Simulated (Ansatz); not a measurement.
A computed series for AlN: response to strain

Start from AlN in the zinc blende structure (space group F-43m, No. 216).

```
AlN
1.0
    0.00000     2.18488     2.18488
    2.18488     0.00000     2.18488
    2.18488     2.18488     0.00000
Al N
1 1
Direct
  0.00000   0.00000   0.00000
  0.25000   0.25000   0.25000
```

Cartesian axes are those of the cell as printed.

Strains are applied to the cell and any free atomic positions relax; under biaxial strain the out-of-plane vector relaxes too.

Method: r2SCAN (Ansatz, a quantum-chemistry and plane-wave program), no spin-orbit coupling.

Notes on the quantities. energy relative to the base: free energy F.

| biaxial strain, plane normal [001], relaxed out of plane (%) | energy relative to the base (meV/atom) |
|---|---|
| 0 | 0.0 |
| 0.5 | 0.5 |
| 1 | 1.9 |
| 1.5 | 4.2 |
| 2 | 7.3 |
| 2.5 | ? |
| 3 | 16.0 |

**Question.** Fit ΔE = Aε² + Bε³ (ε in %) to the rows shown and predict the withheld row.

**Answer.** Least squares on the printed values gives A = 1.94 and B = -0.054 meV/atom (largest residual 0.0 meV/atom); this predicts 11.3 meV/atom, and the run gives 11.3 meV/atom, in agreement.

Stability against distortions was not tested. This is not the structure that AlN has at room temperature and ambient pressure.
